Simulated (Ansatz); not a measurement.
**A computed series for BAs: point defects**

The reference is a 24-atom supercell of BAs in the zinc blende structure (space group F-43m, No. 216; a = 4.809 Å) at its relaxed geometry.

One neutral defect a cell, atoms relaxed at fixed cell.

Level of theory: PBE in Ansatz (plane waves to 420 eV, PAW, no spin-orbit coupling), earlier PAW set.

```csv
case,total moment of the cell,pressure,largest displacement of a host atom from its site in the perfect cell
perfect supercell,–,0.0 GPa,–
H interstitial (started 2.08 Å from the nearest host atom),1.0 μB,1.1 GPa,0.02 Å
"As interstitial (started 1.96 Å from the nearest host atom), symmetric start",0.0 μB,11.5 GPa,0.35 Å
B interstitial (started 2.08 Å from the nearest host atom),0.0 μB,3.6 GPa,0.17 Å
"B vacancy, symmetric start",0.0 μB,-0.4 GPa,0.03 Å
```

The magnetic state is the one reached from the starting moments; the real material's order can differ, and small cells can't hold many antiferromagnetic ones. In so small a cell the defect repeats every few ångströms: this is an ordered compound, not a dilute defect. A case with no gap was solved on a k-mesh chosen for an insulator, which is coarse for it. Defects with a symmetric start kept the site's symmetry and may sit on a saddle; the others started slightly shaken. Seeded moments were not kept for As interstitial (started 1.96 Å from the nearest host atom), B interstitial (started 2.08 Å from the nearest host atom) and B vacancy.

Ansatz is an electronic-structure program.
